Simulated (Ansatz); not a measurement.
## YSiO (model structure, started from the ZrSiS type, P4/nmm, No. 129, 6 atoms in the cell): bulk modulus by level of theory

No measured value is used here.

```csv
level (code),value (GPa),cell (Å³/atom)
LDA (Ansatz),139,14.54
PBE (Ansatz),?,15.37
PBEsol (Ansatz),132,14.89
r²SCAN (Ansatz),131,15.21
```

Problem. Some entries are withheld; supply them.

Solution. 
- PBE (Ansatz, a quantum-chemistry and plane-wave program), value (GPa): 122

LDA, PBE, PBEsol, r²SCAN: the bulk modulus is −V dP/dV from two relaxed cells at ±2 % in volume. Each level is taken at its own relaxed cell. Cutoffs differ between the levels. Ansatz's density-functional and Hartree–Fock values are scalar-relativistic unless marked +SOC, with PAW data made under PBE.

A model structure was made by putting elements into a prototype or built by hand; it is no filed structure, need not be a known phase, and can be a saddle point held by its symmetry.
